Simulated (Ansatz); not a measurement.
An Ansatz (a first-principles code) run: GaCuSe2 with a change (isotropic strain +1.50 %); PBE (Ansatz, PAW, scalar-relativistic without spin-orbit coupling).

Input:

Ansatz 0.2 input:
```yaml
crystal:
  lattice:
    - [-2.8784197714, 2.8784197714, 5.7157859922]
    - [2.8784197714, -2.8784197714, 5.7157859922]
    - [2.8784197714, 2.8784197714, -5.7157859922]
  atoms:
    - { symbol: Ga, position: [0.5, 0.5, 0] }
    - { symbol: Ga, position: [0.25, 0.75, 0.5] }
    - { symbol: Cu, position: [0, 0, 0] }
    - { symbol: Cu, position: [0.75, 0.25, 0.5] }
    - { symbol: Se, position: [0.875, 0.8812174398, 0.5062174398] }
    - { symbol: Se, position: [0.1187825602, 0.625, 0.9937825602] }
    - { symbol: Se, position: [0.375, 0.3687825602, 0.4937825602] }
    - { symbol: Se, position: [0.6312174398, 0.125, 0.0062174398] }
basis: { ecutwfc: 420, ecutrho_ratio: 4, xc_grid: 2, fft_grid_basis: typed }
kpoints: { mp_grid: { grid: [8, 8, 8] } }
hamiltonian:
  xc: pbe
  dispersion: none
  pseudopotentials: { kind: paw }
scf: { occupations: { method: fermi_dirac, width: 0.05 }, convergence: { dr2_threshold: 0.0000000008 } }
relax: { f_tol: 0.005, max_steps: 50 }
output: { forces: true, stress: true }
checkpoint: { write: state.ck, write_every: 1000 }
```

Output (explanatory and most iteration lines left out):

```
Relaxation: its limit of steps is 50 (relax.max_steps)
Pseudopotential: Ga, paw, valence charge 13
Pseudopotential: Cu, paw, valence charge 19
Pseudopotential: Se, paw, valence charge 16
Crystal: 8 atoms, lattice volume = 189.428 Å³
Basis set: ecut = 420 eV, 3731 PW (Γ), exchange–correlation on 96×96×96 points (8 copies of the dense FFT grid, shifted against one another)
Bands: 77, of which v1, the nominal top of the filled ones, is band 64 counted from 1 (63 counted from 0)
Symmetry: 8 space group operations
Space group: I-42d (ITA 122), of the structure as read, at distance tolerance 5.7e-5 Å
k-points: 59 of 512 (time reversal used)
Functional: x = pbe(κ = 0.804, μ = 0.2195149727645171), c = pbe(β = 0.06672455060314922)
SCF iter   1: F=—  HF=-42696.463586 eV  |F-HF|=—  |Δ(HF+E_count)|=         —  Δρ=7.64e-4  dr2=1.28e-3  ethr=1.77e-3  ⟨swp⟩=6.0  Hψ=15961  notcnv=0  defer=2
SCF iter   2: F=—  HF=-42696.464508 eV  |F-HF|=—  |Δ(HF+E_count)|=   9.23e-4  Δρ=4.28e-4  dr2=3.01e-4  ethr=9.98e-7  ⟨swp⟩=2.9  Hψ=9328  notcnv=0  defer=40
SCF 1 converged in 9 iterations: F = -42696.464560 eV  dr2 = 6.54e-10
relax step   1: F+E_penalty+E_count = -42696.46455958 eV  Δ(F+E_penalty+E_count) = +0.000e0 eV  max|allowed force component| = 3.821e-2 eV/Å  Δτ_max = 0.0000 Å  (9 SCF iters, accepted)
Crystal: 8 atoms, lattice volume = 189.428 Å³
SCF iter   1: F=—  HF=-42696.464983 eV  |F-HF|=—  |Δ(HF+E_count)|=         —  Δρ=3.87e-4  dr2=2.06e-4  ethr=1.60e-7  ⟨swp⟩=1.6  Hψ=11197  notcnv=0  defer=312
SCF iter   2: F=—  HF=-42696.464977 eV  |F-HF|=—  |Δ(HF+E_count)|=   5.88e-6  Δρ=3.10e-4  dr2=1.14e-4  ethr=1.60e-7  ⟨swp⟩=2.0  Hψ=7890  notcnv=0  defer=312
SCF 2 converged in 8 iterations: F = -42696.464931 eV  dr2 = 5.49e-10
relax step   2: F+E_penalty+E_count = -42696.46493070 eV  Δ(F+E_penalty+E_count) = -3.711e-4 eV  max|allowed force component| = 1.074e-2 eV/Å  Δτ_max = 0.0038 Å  (8 SCF iters, accepted)
Crystal: 8 atoms, lattice volume = 189.428 Å³
SCF iter   1: F=—  HF=-42696.464980 eV  |F-HF|=—  |Δ(HF+E_count)|=         —  Δρ=1.52e-4  dr2=3.16e-5  ethr=2.45e-7  ⟨swp⟩=2.3  Hψ=7504  notcnv=0  defer=312
SCF iter   2: F=—  HF=-42696.464978 eV  |F-HF|=—  |Δ(HF+E_count)|=   1.88e-6  Δρ=1.22e-4  dr2=1.76e-5  ethr=2.47e-8  ⟨swp⟩=2.0  Hψ=8910  notcnv=0  defer=312
SCF 3 converged in 7 iterations: F = -42696.464962 eV  dr2 = 4.91e-10
relax step   3: F+E_penalty+E_count = -42696.46496247 eV  Δ(F+E_penalty+E_count) = -3.177e-5 eV  max|allowed force component| = 1.376e-5 eV/Å  Δτ_max = 0.0015 Å  (7 SCF iters, accepted)
SCF converged after 7 iterations
Free energy (F): -42696.464962 eV
Internal energy: -42696.464000 eV  (E = F + TS)
E sigma→0 (E₀):  -42696.464481 eV
Entropy (-TS):   -0.000963 eV (-0.120 meV/atom)
Fermi energy:    7.735295 eV
--- Forces (eV/Å), atoms counted from 1 ---
  atom   1  Ga    -0.00000000    -0.00000000     0.00000000
  atom   2  Ga     0.00000000    -0.00000000    -0.00000000
  atom   3  Cu    -0.00000000    -0.00000000    -0.00000000
  atom   4  Cu    -0.00000000    -0.00000000     0.00000000
  atom   5  Se     0.00001376     0.00000000     0.00000000
  atom   6  Se    -0.00000000    -0.00001376     0.00000000
  atom   7  Se    -0.00001376     0.00000000     0.00000000
  atom   8  Se    -0.00000000     0.00001376     0.00000000
--- Stress (GPa, compression-positive) ---
       -2.411316      -0.000000       0.000000
       -0.000000      -2.411316       0.000000
        0.000000       0.000000      -2.410292
  P = ⅓ Tr σ = -2.4110 GPa (-24.110 kbar)
--- Relaxed structure (3 steps of the walk, 3 accepted, 0 SCFs on fresh bases) ---
  atoms:
    - { symbol: Ga, position: [0.5000000000000001, 0.5000000000000001, 4.70832200734813e-21] }
    - { symbol: Ga, position: [0.2500000000000001, 0.75, 0.5] }
    - { symbol: Cu, position: [4.708322007348185e-21, 9.773150378966077e-35, 4.7083220073482874e-21] }
    - { symbol: Cu, position: [0.75, 0.2500000000000001, 0.5] }
    - { symbol: Se, position: [0.8750000000000002, 0.8803015542579862, 0.505301554257986] }
    - { symbol: Se, position: [0.1196984457420141, 0.6250000000000001, 0.9946984457420143] }
    - { symbol: Se, position: [0.375, 0.36969844574201416, 0.4946984457420141] }
    - { symbol: Se, position: [0.630301554257986, 0.12500000000000008, 0.005301554257985924] }
```

Stability against distortions was not tested. The final runs are not spin-polarised. The cell was made from GaCuSe2 in the chalcopyrite structure (space group I-42d, No. 122) by this change: isotropic strain +1.50 %.
